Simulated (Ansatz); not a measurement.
A short convergence ladder for SrAl₂ (Imma, 6 atoms in the cell)

```
CELL_PARAMETERS angstrom
     -2.39199     3.94112     3.93289
      2.39199    -3.94112     3.93289
      2.39199     3.94112    -3.93289
ATOMIC_POSITIONS crystal
  Sr 0.30033 0.55033 0.75000
  Sr 0.69967 0.44967 0.25000
  Al 0.27083 0.83937 0.43146
  Al 0.72917 0.16063 0.56854
  Al 0.90791 0.83937 0.06854
  Al 0.09209 0.16063 0.93146
```

Base method: LDA (PW92), default PAW files made with PBE (plane waves; Ansatz, a quantum-chemistry and plane-wave program).

Base settings: basis.ecutwfc = 30.9 Ry; kpoints.mp_grid.grid = 8 8 8; hamiltonian.xc = lda; hamiltonian.pseudopotentials = {kind: paw} (the program's default PAW files); scf.occupations.method = gaussian; scf.occupations.width = 0.0073 Ry.

Core times come from one kind of shared machine, to one figure; runs under 30 s give none.

**Zone-centre phonons against the cutoff**

In this ladder: phonons.method = dfpt.

The mesh stays at the base's, so the ladder's end is converged at best in this setting alone.

Frequencies are those of the unrelaxed cell, without the LO-TO term of polar crystals.

Only quantities that move along the ladder and can be compared are tabulated.

```tsv
basis.ecutwfc	highest zone-centre frequency (cm⁻¹)	lowest optical frequency (cm⁻¹)	core time / last (rough)
15.4 Ry	295.2	91.9	0.2
21.7 Ry	291.9	93.7	0.4
30.9 Ry	287.7	92.5	0.7
37.1 Ry	287.8	92.5	1
```

Coarsest basis.ecutwfc that holds the lowest optical frequency within 1 cm⁻¹ of the last step, with all finer ones: 30.9 Ry; the step before is off by 1.2 cm⁻¹.

Coarsest basis.ecutwfc that holds the highest zone-centre frequency within 5 cm⁻¹ of the last step, with all finer ones: 21.7 Ry, at about 0.4 of the last step's time; the step before is off by 7.4 cm⁻¹.

On the base run: the starting cell comes from a database of computed structures (which also holds hypothetical and non-ambient phases and stackings), without a prior relaxation at this level. Its lattice was rescaled by up to half a per cent.

Keys are those of Ansatz 0.2.
